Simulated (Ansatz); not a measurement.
Where the default PAW files enter, the runs use the earlier of Ansatz's two default sets.

Crystal: ZnF2 (P4_2/mnm, rutile, not sure to be the ambient phase, 6 atoms a cell, 11.5 Å³ an atom); both levels run on this one cell.

Complex bands along the normal of (100) by Ansatz (plane waves, PAW, no spin-orbit coupling). r2SCAN gives a gap of 4.27 eV and a slowest mid-gap decay of 0.432 1/Å.

What does PBE give on the same cell, and what does that do to the current through 2 nm?

Gap 3.57 eV, κ = 0.394 1/Å. The mid-gap transmission through 2 nm changes by exp(2 × 20 × (0.432 − 0.394)) = a factor of 4.6 against r2SCAN.

Ansatz is an electronic-structure program.
